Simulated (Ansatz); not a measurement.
B20 (FeSi-type) CoSi was calculated with r²SCAN+rVV10 in Ansatz (plane waves, PAW).

Total energies, extrapolated to zero smearing (they compare only within this program, potentials and cutoff):

Magnetic elements are taken in their magnetic phases.

```
system                         energy (eV/atom)
-----------------------------  ----------------
B20 (FeSi-type) CoSi, relaxed        -2885.1247
hcp Co                               -5130.6148
diamond-structure Si                  -638.6012
```

### Question
Work out the enthalpy of formation per atom.

### Answer
ΔH_f ≈ ΔE = -2885.1247 − [1 × (-5130.6148) + 1 × (-638.6012)]/2 = -0.517 eV/atom (0 K, no vibrations). The reference value is -0.511 ± 0.01 eV/atom (measured, 298 K, copied from a table, unchecked, no zero-point or thermal correction; as tabulated in Wang et al. (2021), doi:10.1038/s41598-021-94550-5), a difference of -0.006 eV/atom.

The PAW data were made under PBE.

Ansatz is a quantum-chemistry and plane-wave program.
